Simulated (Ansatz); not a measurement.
The starting structures come from a database of crystals and need not be the phases stable at ambient conditions.

 Where the default PAW files enter, the runs use the earlier of Ansatz's two default sets.

```
CELL_PARAMETERS angstrom
      5.86747     0.00000     0.00000
     -1.95582     5.53190     0.00000
      1.95582     2.76595     4.79077
ATOMIC_POSITIONS crystal
  Zr 0.12500 0.87500 0.75000
  Zr 0.37500 0.62500 0.25000
  Zr 0.25000 0.12500 0.12500
  Zr 0.75000 0.37500 0.37500
  Zr 0.87500 0.25000 0.87500
  Zr 0.62500 0.75000 0.62500
  N  0.36968 0.36968 0.63032
  N  0.63032 0.50000 0.00000
  N  0.50000 0.00000 0.86968
  N  0.00000 0.63032 0.50000
  N  0.13032 0.50000 0.00000
  N  0.86968 0.86968 0.13032
  N  0.00000 0.13032 0.50000
  N  0.50000 0.00000 0.36968
```

Space group of this cell: I-43d. The cell is taken as given; by PBEsol its mean pressure is -5.5 GPa.

Transport runs along the normal of the first two printed cell vectors, the (110) plane of the conventional cell.

No gap correction and no spin-orbit coupling; mid-gap values are interpolated between computed energies.

Q: Give the band gap and the smallest decay constant κ at mid-gap that Ansatz (a quantum-chemistry and plane-wave program) with PBEsol yields.

A: Gap 0.62 eV on a 6×6×6 mesh; κ = 0.150 1/Å, at the zone centre.
